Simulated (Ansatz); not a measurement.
A hypothetical phase is included: elements placed on a structure type, which no database files for this compound.

Evanescent states of InP (P3_121, not sure to be the ambient phase, 6 atoms a cell, 22.9 Å³ an atom) along the normal of (001)

Calculation: r2SCAN (plane waves, PAW; Ansatz, a quantum-chemistry and plane-wave program).

The gap is the functional's own. No spin-orbit coupling. Mid-gap values are those at the computed energy nearest the middle.

Energies count from the valence-band top; κ is the least over a 12×12 mesh across the current.

```tsv
E (eV)	κ (1/Å)	where
0.03	0.015	Γ
0.07	0.025	Γ
0.12	0.030	Γ
0.17	0.033	Γ
0.23	0.034	Γ
0.28	0.034	Γ
0.33	0.033	Γ
0.38	0.029	Γ
0.42	0.023	Γ
0.47	0.009	Γ
```

How thick must the barrier be to attenuate the transmission by 10^8 when the electrodes' Fermi level lies at 0.17 eV, and what attenuation does that film give at 0.28 eV?

d = 8 ln 10 / (2 × 0.033) = 279.1 Å. At 0.28 eV it gives 8 × 0.034/0.033 = 8.2 decades.
